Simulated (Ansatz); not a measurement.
The parent structure is ZnO in the wurtzite structure (space group P6_3mc, No. 186; a = 3.2308 Å, c = 5.2158 Å). Axes: x lies along a and z along c of the hexagonal cell.

Perturbation: compressive biaxial strain of 0.35 % in the plane normal to [001], as in epitaxy on a mismatched substrate; the out-of-plane cell vector and the atoms relax.

Levels (all Ansatz, a program for electronic structure, PAW, earlier PAW set): PBEsol (420 eV, no spin-orbit coupling); r2SCAN (500 eV, spin-orbit coupling left out).

The geometry is relaxed with PBEsol.

- PBEsol electron mass = 0.13 mₑ (at Γ)
- PBEsol lowest conduction level above the VBM at special points = Γ 0.70 eV; A 3.38 eV; L 5.59 eV; M 5.75 eV
- PBEsol width of the top valence band = 1.86 eV

Question: What does r2SCAN give at this geometry for the electron mass, lowest conduction level above the VBM at special points and width of the top valence band?

Answer: The electron mass becomes 0.19 mₑ (at Γ) (PBEsol: 0.13 mₑ (at Γ)); the lowest conduction level above the VBM at special points changes from Γ 0.70 eV; A 3.38 eV; L 5.59 eV; M 5.75 eV to Γ 1.23 eV; A 3.93 eV; L 6.26 eV; M 6.46 eV; the width of the top valence band is still 1.86 eV.

Single points use the geometry relaxed with PBEsol. The levels and masses belong to the bands next to the band gap. Effective masses come from finite differences of ±0.01 Å⁻¹. Whether these cells are dynamically stable was not tested.
